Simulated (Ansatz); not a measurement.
Take Al in the fcc (Cu type) structure (space group Fm-3m, No. 225; a = 4.0151 Å; relaxed with 0.1 eV smearing) as the base. Axes: x, y, z lie along the cube axes.

Method: PBEsol/PAW in Ansatz (a first-principles code), spin-orbit coupling left out, earlier PAW set.

Base values:

| Item | Value |
|---|---|
| Shortest interatomic distance | 2.839 Å |

The change: strain tensor (xx, yy, zz, yz, xz, xy) = (+1.12, +0.83, −1.11, +0.60, −0.86, +1.08) %; the atoms relax in the strained cell.

Question: What happens to the stress?

Answer: The stress (xx, yy, zz, yz, xz, xy; compression positive) amounts to (-1.0, -0.8, 0.1, -0.4, 0.5, -0.7) GPa.

Question: Estimate the effect on the energy relative to the base.

Answer: The energy increases by 2.3 meV/atom.

Question: How does this affect the shortest interatomic distance?

Answer: The shortest interatomic distance falls by 0.024 Å to 2.815 Å.

Stability against distortions was not tested.
